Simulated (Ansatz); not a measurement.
Start from Ge in the diamond structure (space group Fd-3m, No. 227; a = 5.676 Å). Axes: x, y, z lie along the cube axes.

It is then changed as follows: biaxial strain −0.55 %, plane normal [111], relaxed out of plane (Cartesian); in-plane vectors clamped, the third vector and the atoms free.

Levels (all Ansatz, a quantum-chemistry and plane-wave program, PAW): PBEsol (420 eV, no spin-orbit coupling); r2SCAN (500 eV, spin-orbit coupling left out).

The geometry is relaxed with PBEsol.

```
Property           Value
---------------  -------
PBEsol band gap     zero
PBEsol pressure  0.6 GPa
```

Problem. How does going to r2SCAN change the band gap and pressure?

Solution. The band gap changes from zero to 0.41 eV; the pressure is still 0.6 GPa.

Single points use the geometry relaxed with PBEsol. Their cutoffs differ, which shifts pressures a little. Stability against distortions was not tested. A zero or small gap of Ge can be the functional's error rather than a property of the material.
